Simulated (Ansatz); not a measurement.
**Response to strain in Mg2Sn**

The parent structure is Mg₂Sn (space group Fm-3m, No. 225; a = 6.664 Å; relaxed with 0.1 eV smearing). Axes: x, y, z lie along the cube axes.

Strains are applied to the cell and any free atomic positions relax.

Calculations: LDA (Ansatz, an electronic-structure program), spin-orbit coupling left out.

Candidates:
(a) uniaxial strain ε_zz = +1.50 %
(b) uniaxial strain ε_zz = −2.50 %
(c) uniaxial strain ε_zz = +2.00 %
(d) uniaxial strain ε_zz = +3.00 %

Notes on the quantities. energy relative to the base: free energy F.

**Question.** Order them by energy relative to the base, lowest first.

**Answer.** (a) uniaxial strain ε_zz = +1.50 % (+1.3 meV/atom), (c) uniaxial strain ε_zz = +2.00 % (+2.4 meV/atom), (b) uniaxial strain ε_zz = −2.50 % (+4.0 meV/atom), (d) uniaxial strain ε_zz = +3.00 % (+5.3 meV/atom)

Whether these cells are dynamically stable was not tested.
